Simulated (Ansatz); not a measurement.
**Amorphous In48O70**

Preparation: random packing, a CHGNet melt and quench, and a DFT relaxation. O atoms were pushed apart under 1.9 Å during the dynamics, to hinder bonds among them. The hot cell started wider than the set density and was brought back towards it in steps. It is the lowest in DFT energy of 4 quenches. It is a model cell: composition and starting density were chosen by hand, and all elements were melted together. No dispersion term was used.

All values below come from PBE, scalar-relativistic without spin-orbit coupling (plane waves to 420 eV, PAW; Ansatz, a first-principles code). Geometry, pressure, stress and energy are those of the PBE run. Its sampling: a 2×2×2 Γ-centred mesh; Fermi-Dirac width 0.02 eV; no spin polarisation. The usual formal charges leave 4 electrons over, so the level spacing at the Fermi energy parts defect or band states and needn't be the band gap. At PBE the levels at the filled edge of the gap are localised (band-tail or defect states), and the nearest spread-out levels lie 2.3 eV apart at the zone centre. The spare electrons fill defect levels or the bottom of the conduction band, and the levels at the Fermi energy are partly filled.

The number of atoms in the cell comes out as 118 and the density (volume relaxed, without dispersion) is 6.26 g/cm^3. The volume per atom is 14.90 Å³. The pressure on a 2×2×2 Γ-centred mesh comes out as 0.07 GPa. The largest force and stress component on that mesh (the relaxation ran on the zone centre alone) comes out as 0.13 eV/Å and 0.1 GPa and the energy relative to bixbyite In2O3 + tetragonal indium (lowest mix at this level among the phases computed, not always the ambient ones) is 0.166 eV/atom. The level spacing at the Fermi energy on a 2×2×2 Γ-centred mesh (PBE) is within the smearing (under twice its width).

Bonds are counted up to In-In 3.12 Å, In-O 2.72 Å, O-O 1.58 Å. Two cations that share two anions don't count as bonded, nor two that share one unless they lie closer than In-In 3.04 Å.

The mean coordination of In by anions is 5.27 (1 with 2, 3 with 4, 25 with 5, 19 with 6) and the mean coordination of O is 3.61 (1 with 2, 25 with 3, 44 with 4). The mean In-O bond is 2.207 Å (spread 0.108 Å, 253 counted) and the bond angle at In comes out as mean 105.2°, spread 28.4°.

Its density started from a set value of 6.16 g/cm³. The simulated quench (nominally 88 K/ps over its main leg) is rapid and tends to freeze in more defects than a deposited or slowly cooled glass has. Values belong to this one cell and scatter from quench to quench. Volume and shape were free in the relaxation. On a 2×2×2 Γ-centred mesh force components of up to 0.13 eV/Å stay, since the relaxation ran on the zone centre alone.
